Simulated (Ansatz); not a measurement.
## Effect of electrons 1.0×10^22 cm⁻³ on GaSb

Base system: GaSb in the zinc blende structure (space group F-43m, No. 216; a = 6.1324 Å).

Now apply this change: electron doping at 1.0×10^22 cm⁻³ (0.577 per cell), with a uniform compensating background at fixed cell and a 300 K Fermi–Dirac width.

All numbers come from r2SCAN in Ansatz (plane waves to 500 eV, PAW, scalar-relativistic without spin-orbit coupling). Settings: 21×21×21 k-points, 0.0259 eV Fermi–Dirac smearing.

* **Gap between the host's bands**: 0.42 eV (base 0.41 eV)
* **Gap character**: direct at Γ (base direct at Γ)
* **Valley order (the lowest conduction-band minima on the path, energy above the VBM, named in the base's zone)**: Γ 0.42 eV; L along ⟨111⟩ 0.60 eV; a point along ⟨100⟩, about 0.9 Å⁻¹ from Γ 0.94 eV (base Γ 0.41 eV; L along ⟨111⟩ 0.68 eV; a point along ⟨100⟩, about 0.9 Å⁻¹ from Γ 1.10 eV)
* **Fermi level relative to the doped band's edge (positive inside the band; to 0.05 eV)**: +1.25 eV

Final structure:

```xyz
2
Lattice="0.0000 3.0662 3.0662 3.0662 0.0000 3.0662 3.0662 3.0662 0.0000" Properties=species:S:1:pos:R:3 pbc="T T T"
Sb     1.5331     1.5331     1.5331
Ga     0.0000     0.0000     0.0000
```
Cell charge -0.576554.

Carriers are added with a uniform compensating background; total energy and stress of such cells depend on the potential's zero and are not compared; many-body gap narrowing is missing at this level. With Sb present, leaving out spin-orbit coupling can change the band edges. Whether these cells are dynamically stable was not tested.

Ansatz is a first-principles code.
